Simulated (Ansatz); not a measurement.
Reference: InP (F-43m), PBE with spin-orbit coupling, rigid bands (plane waves, PAW; Ansatz, a program for electronic structure); geometry: cell and atoms relaxed with PBEsol.

Space group F-43m (No. 216); a = b = c = 5.878 Å, α = β = γ = 90.00°

| atom | site | symmetry | x | y | z |
|---|---|---|---|---|---|
| In | 4a | -43m | 0.0000 | 0.0000 | 0.0000 |
| P | 4d | -43m | 0.7500 | 0.7500 | 0.7500 |
(The calculation used a cell of 2 atoms; values per cell refer to that cell.)

band gap: 0.64 eV
electron conductivity mass: 0.064 mₑ
hole conductivity mass: 0.57 mₑ
Seebeck coefficient, n-type 1e19 cm⁻³: -47 μV/K

Question: Replace In by Ga on the same sites and relax. What happens?

Answer: GaP (F-43m): volume per atom 25.4 to 20.1 Å³; band gap rises (0.64 eV to 1.55 eV); electron conductivity mass rises (0.064 mₑ to 0.35 mₑ); hole conductivity mass falls (0.57 mₑ to 0.49 mₑ); Seebeck coefficient, n-type 1e19 cm⁻³ rises in size (-47 μV/K to -335 μV/K).

Moves up to 5 % count as about the same. Masses are for dilute carriers at 300 K, harmonic means over directions unless an axis is named. Seebeck coefficients are for the stated density at 300 K, with one relaxation time for all states and whether or not that doping can be reached.
